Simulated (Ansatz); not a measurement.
InP under load (space group F-43m), PBE with spin-orbit coupling, rigid bands in Ansatz (a program for electronic structure). Condition of this run: hydrostatic pressure of 4 GPa (compression positive) (the target of the relaxation). Band gap 0.93 eV, N_c = 5.78e17 cm⁻³ and N_v = 2.27e19 cm⁻³ at 300 K, conductivity masses of 0.0844 mₑ (electrons) and 0.536 mₑ (holes). Take k_BT = 0.02585 eV.

**Question.** What thermal injection velocity √(2k_BT/πm) limits a ballistic channel?

**Answer.** 1.85e7 cm/s for electrons and 7.35e6 cm/s for holes, a ratio of √(m_h/m_e) = 2.52, for dilute carriers.

**Question.** A film of it is 5 nm thick. Estimate the confinement energies in an infinite well.

**Answer.** ħ²π²/(2m t²) = 0.376 eV·nm²/(m/mₑ × t²) gives 178 meV for electrons and 28.1 meV for holes, so the gap would widen to about 1.14 eV. Finite barriers and nonparabolic bands lower this, and with several valleys or bands the heaviest mass along the normal sets the lowest level, not this average.

**Question.** Find the intrinsic carrier density and the intrinsic Fermi level.

**Answer.** n_i = √(N_c N_v) exp(−E_g/2k_BT) = 3.62e18 × exp(−17.99) = 5.6e10 cm⁻³. The level lies (k_BT/2) ln(N_v/N_c) = 47 meV from mid-gap (positive towards the conduction band). Each 0.1 eV added to the gap lowers n_i by a factor of 6.9.

Rigid bands with the computed gap; masses take one relaxation time for all states. Geometry: cell and atoms relaxed with PBEsol.
